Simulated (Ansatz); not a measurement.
**The (321) surface of fcc Pt in its 1x1 cell, outermost plane spacing 0.53 Å in the ideal cut**

All values below come from r2SCAN, at the PBE geometry (plane waves to 500 eV, PAW; Ansatz, a first-principles code).

Set-up: 20 atoms, 10.1 Å thick at the start (thin: gaps and levels are the slab's own); mesh 8x6x1; 0.1 eV smearing; dipole correction on; single point; on the structure that PBE left under its start's symmetry; no spin, no spin-orbit, no U.

```
Item                                                        Result
-----------------------------------  -----------------------------
surface energy (mean of both faces)                     2.02 J/m^2
work function of the top face                              5.41 eV
cost                                 around 8 core-minutes (rough)
```
